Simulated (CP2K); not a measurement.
Band structure of KF (Fm-3m, 2 atoms in the cell).

```
CELL_PARAMETERS angstrom
      3.78302     0.00000     0.00000
      1.89151     3.27619     0.00000
      1.89151     1.09206     3.08882
ATOMIC_POSITIONS crystal
  K  0.00000 0.00000 0.00000
  F  0.50000 0.50000 0.50000
```

Method of the run: PBE, GPW, DZVP-MOLOPT-SR-GTH basis, GTH-PBE potentials (GTH_POTENTIALS) run with CP2K.

Settings: CUTOFF = 550 Ry; REL_CUTOFF = 60 Ry; SMEAR/METHOD = FERMI_DIRAC; ELECTRONIC_TEMPERATURE = 116.05 K; KPOINTS/SCHEME = MONKHORST-PACK 9 9 9; XC_FUNCTIONAL = PBE; K/BASIS_SET = DZVP-MOLOPT-SR-GTH; K/POTENTIAL = GTH-PBE-q9; F/BASIS_SET = DZVP-MOLOPT-SR-GTH; F/POTENTIAL = GTH-PBE-q7; METHOD = GPW; EPS_DEFAULT = 1e-10; EXTRAPOLATION = USE_GUESS; NGRIDS = 5.

The starting cell has typed, rounded lattice constants, without a prior relaxation at this level. Values carry the incompleteness of an atom-centred basis.

Question: Predict the gap along the standard path and the places of the band edges.

Answer: The gap along the path is 6.24 eV, direct at Γ to within 0.01 eV.

Levels in eV from the top of the valence band on the SCF mesh, bands 5 to 9:
```csv
point,5,6,7,8,9
Γ,-9.56,0.00,0.00,0.00,6.24
X,-9.77,-0.23,-0.06,-0.06,8.21
W,-9.65,-0.41,-0.17,-0.17,9.71
K,-9.71,-0.34,-0.21,-0.20,8.94
L,-9.60,-0.79,-0.36,-0.36,9.28
U,-9.71,-0.34,-0.21,-0.20,8.94
```

Higher empty bands are left out: an atom-centred basis made for the valence describes them poorly.
